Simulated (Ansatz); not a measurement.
Lattice parameter c of CoPtO2 (R-3m, No. 166, 4 atoms in the cell; start mp-19210) at several levels of theory

No measured value is used here.

```tsv
level (code)	value (Å)
LDA (Ansatz)	17.547
PBE (Ansatz)	17.882
PBEsol (Ansatz)	17.697
PBE-D3(BJ) (Ansatz)	17.819
PBE-D4 (Ansatz)	17.814
PBE+U (Ansatz)	17.892
```

The crystal itself was run without spin with LDA, PBE, PBEsol, PBE-D3(BJ), PBE-D4, PBE+U; a magnetic state was not tried in these runs. Density-functional levels without +SOC have no spin–orbit coupling. LDA, PBE, PBEsol, PBE-D3(BJ), PBE-D4, PBE+U: the run has no spin polarisation, so it can have missed a magnetic state. LDA, PBE, PBEsol, PBE-D3(BJ), PBE-D4, PBE+U: the relaxation could not lower the start's symmetry, so the cell can be a saddle point above a distorted one. PBE-D3(BJ), PBE-D4: a distance lies near a switch of the dispersion term, which can move the cell. PBE+U takes U_eff Co 3.32 eV. Ansatz's density-functional and Hartree–Fock values are scalar-relativistic unless marked +SOC, with PAW data made under PBE.

A start named mp-… is a Materials Project structure, which need not be a measured phase.

Ansatz is a program for electronic structure.
